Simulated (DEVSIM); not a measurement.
Device: illuminated Si n-on-p cell, one wavelength, with a back-surface field, at 300 K.

```tsv
layer (left to right)	material	thickness (μm)	Nd (cm⁻³)	Na (cm⁻³)	τn (s)	τp (s)	absorption coefficient (cm⁻¹)
1	Si	0.160	1.4e19	-	4.7e-6	1.1e-6	3100
2	Si	24.0	-	1.1e15	3.9e-5	3.9e-5	3100
3	Si	1.10	-	1.6e18	3.9e-5	3.9e-5	3100
```

Left contact: ohmic, minority hole recombination velocity 50000 cm/s. Right contact: ohmic, minority electron recombination velocity 30000 cm/s. Voltage is applied to the left contact. Recombination: SRH at mid-gap, radiative, Auger. Gap narrowing is on: ΔEg = 6.92 meV × (l + √(l² + 0.5)), l = ln(N/1.3e17 cm⁻³), shared equally by both band edges. Light enters at the left, 3e16 photons cm⁻² s⁻¹, one pass, no reflection. Mobility is constant in doping. Where it depends on doping, it is μmin + (μ − μmin)/(1 + (N/Nref)^α).

Constants are typed, rounded textbook-type inputs, not results; the design itself was drawn at random and stands for no fabricated device. Values at 300 K. The table also holds parameters that only a changed run uses.

| parameter | Si |
|---|---|
| gap (eV) | 1.124 |
| affinity (eV) | 4.05 |
| permittivity | 11.7 |
| Nc (cm⁻³) | 2.86e19 |
| Nv (cm⁻³) | 3.1e19 |
| μn (cm²/Vs) | 1417 |
| μp (cm²/Vs) | 470 |
| μn,min | 52 |
| μp,min | 45 |
| Nref,n | 9.7e16 |
| Nref,p | 2.2e17 |
| αn | 0.68 |
| αp | 0.72 |
| B (cm³/s) | 4.7e-15 |
| Cn (cm⁶/s) | 2.8e-31 |
| Cp (cm⁶/s) | 9.9e-32 |

Model (solved in DEVSIM): 1D drift-diffusion, Boltzmann statistics, complete ionisation; no tunnelling, impact ionisation, image-force lowering or self-heating.

Base results: largest power (mW/cm²) 2.14; share of generated pairs collected at short circuit 0.997; open-circuit voltage (V) 0.549; short-circuit current (mA/cm²) 4.79.

Task: What follows from this one change: doping Na of layer 2 1.1e+15 → 3.3e+16 cm^-3?

Result: largest power little changed (2.16 mW/cm²); share of generated pairs collected at short circuit 0.997 → 0.983; open-circuit voltage 0.549 → 0.559 V; short-circuit current 4.79 → 4.72 mA/cm².

Task: What follows from this one change: minority lifetime in layer 2 3.9e-05 → 0.00039 s?

Result: largest power 2.14 → 2.18 mW/cm²; share of generated pairs collected at short circuit little changed (0.998); open-circuit voltage 0.549 → 0.557 V; short-circuit current little changed (4.79 mA/cm²).

Task: What follows from this one change: photon flux 3e+16 → 9e+15 cm^-2 s^-1?

Result: largest power 2.14 → 0.599 mW/cm²; share of generated pairs collected at short circuit little changed (0.997); open-circuit voltage 0.549 → 0.517 V; short-circuit current 4.79 → 1.44 mA/cm².

Task: What follows from this one change: doping-dependent mobility in place of the constant one?

Result: largest power little changed (2.15 mW/cm²); share of generated pairs collected at short circuit 0.997 → 0.991; open-circuit voltage 0.549 → 0.555 V; short-circuit current 4.79 → 4.76 mA/cm².
